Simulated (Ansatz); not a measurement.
Results of G0W0@HSE06 (Ansatz, an electronic-structure program, plane waves, hard PAW, contour deformation) for SnS (Fm-3m, No. 225, 2 atoms in the cell; start mp-1876; a measured phase of this formula has another space group).

The cell is the one relaxed with PBEsol. Conventional cell: a = 5.7267 Å, b = 5.7267 Å, c = 5.7267 Å, α = 90.00°, β = 90.00°, γ = 90.00°.

The quasiparticle gap at Γ at a fixed k mesh 2×2×2:

```
response cutoff           value (eV)
------------------------  ----------
150 eV, 360 empty bands        8.221
200 eV, 554 empty bands        8.246
250 eV, 774 empty bands        8.259
300 eV, 1018 empty bands       8.268
```

**Question.** Taking the value to converge with the response cutoff E as E^(−3/2), extrapolate from the last two rows.

**Answer.** With y = y∞ + c/w and weights w = 3953 and 5196 for the last two rows, y∞ = (w2 y2 − w1 y1)/(w2 − w1) = (5196 × 8.268 − 3953 × 8.259)/1243 = 8.297 eV, which lies 0.029 beyond the last row. Successive pairs of rows give 8.292, 8.292, 8.297. The limit also hangs on the law assumed, so its last digits aren't firm.

The other settings are not extrapolated, so this is the limit in one setting alone.

At the last cutoff the smallest gap on this mesh is 1.25 eV, with an edge away from Γ.

Spin–orbit coupling is not included.

Note: filled d or f shells below the valence bands can shift G0W0 gaps through exchange with them, which wasn't tested here. Note: GW on a hybrid start was not checked against another program.

A start named mp-… is a Materials Project structure, which need not be a measured phase.
